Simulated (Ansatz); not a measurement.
Consider BeSe in the zinc blende structure (space group F-43m, No. 216; a = 5.082 Å).

Method: plane-wave PAW DFT at the LDA level (Ansatz, a quantum-chemistry and plane-wave program, 420 eV), without spin-orbit coupling.

Before the change:

The electron mass is 0.83 mₑ along k, 0.26 mₑ across (at X) and the hole mass is 0.24, 0.45, 0.45 mₑ (at Γ).

Perturbation: the cell is scaled by 1.0150 in all directions; the atoms relax in the strained cell.

**Question.** What happens to the electron mass and hole mass?

**Answer.** The electron mass changes from 0.83 mₑ along k, 0.26 mₑ across (at X) to 0.85 mₑ along k, 0.26 mₑ across (at X); the hole mass (degenerate bands, along [100]) becomes 0.23, 0.47, 0.47 mₑ (at Γ) (base: 0.24, 0.45, 0.45 mₑ (at Γ)).

The levels and masses belong to the bands next to the band gap. Effective masses come from finite differences of ±0.01 Å⁻¹. Along k means along the line from Γ to the band edge. Whether these cells are dynamically stable was not tested.
